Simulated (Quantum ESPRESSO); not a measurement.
Several settings converged on CaSiAu (P-6m2, 3 atoms in the cell)

```
CELL_PARAMETERS angstrom
      4.30595     0.00000     0.00000
     -2.15298     3.72906     0.00000
      0.00000     0.00000     3.92279
ATOMIC_POSITIONS crystal
  Ca 0.00000 0.00000 0.00000
  Si 0.66667 0.33333 0.50000
  Au 0.33333 0.66667 0.50000
```

Base method: LDA (PZ), GBRV 1.5 ultrasoft (LDA) pseudopotentials (plane waves; Quantum ESPRESSO).

Base settings: ecutwfc = 40 Ry; ecutrho = 320 Ry; occupations = smearing; smearing = fermi-dirac; degauss = 0.0073499 Ry; potentials = {Ca: ca_lda_v1.uspp.F.UPF, Si: si_lda_v1.uspp.F.UPF, Au: au_lda_v1.uspp.F.UPF}; K_POINTS = automatic 4 4 4 0 0 0; conv_thr = 1e-09 Ry; mixing_beta = 0.7.

**Zone-centre phonons against the mesh**

In this ladder: ph.x.tr2_ph = 1e-14; ph.x.fildyn = dyn.G; dynmat.x.fildyn = dyn.G; dynmat.x.asr = crystal.

Frequencies are those of the unrelaxed cell, without the LO-TO term of polar crystals.

Only quantities that move along the ladder and can be compared are tabulated.

```tsv
K_POINTS	highest zone-centre frequency (cm⁻¹)	lowest optical frequency (cm⁻¹)
automatic 3 3 3 0 0 0	300.0	132.5
automatic 5 5 4 0 0 0	284.7	126.6
automatic 7 7 7 0 0 0	280.1	133.5
automatic 9 9 8 0 0 0	285.0	131.4
```

Coarsest K_POINTS that holds the highest zone-centre frequency within 10 cm⁻¹ of the last step, with all finer ones: automatic 5 5 4 0 0 0; the step before is off by 15 cm⁻¹.

Coarsest K_POINTS that holds the lowest optical frequency within 1 cm⁻¹: not settled: the last two steps still differ by 2.1 cm⁻¹, over half the tolerance, so the ladder does not show it.

**Zone-centre phonons against the SCF threshold**

In this ladder: ph.x.tr2_ph = 1e-14; ph.x.fildyn = dyn.G; dynmat.x.fildyn = dyn.G; dynmat.x.asr = crystal.

The mesh stays at the base's, so the ladder's end is converged at best in this setting alone.

Frequencies are those of the unrelaxed cell, without the LO-TO term of polar crystals.

Only quantities that move along the ladder and can be compared are tabulated.

```csv
conv_thr,highest zone-centre frequency (cm⁻¹),lowest optical frequency (cm⁻¹)
7.3e-05 Ry,295.7,143.7
7.3e-07 Ry,291.9,127.3
7.3e-09 Ry,291.4,124.8
7.3e-13 Ry,291.6,125.6
```

Coarsest conv_thr that holds the highest zone-centre frequency within 1 cm⁻¹ of the last step, with all finer ones: 7.3e-07 Ry; the step before is off by 4.1 cm⁻¹.

Coarsest conv_thr that holds the lowest optical frequency within 10 cm⁻¹ of the last step, with all finer ones: 7.3e-07 Ry; the step before is off by 18 cm⁻¹.

On the base run: the starting cell comes from a database of computed structures (which also holds hypothetical and non-ambient phases and stackings), without a prior relaxation at this level. Its lattice was rescaled by up to half a per cent. In the base run, with a pressure of about -4 GPa the cell is away from its equilibrium volume at this level. Without a gap this mesh is coarse (it stands for a supercell whose shortest vector is 16 Å).
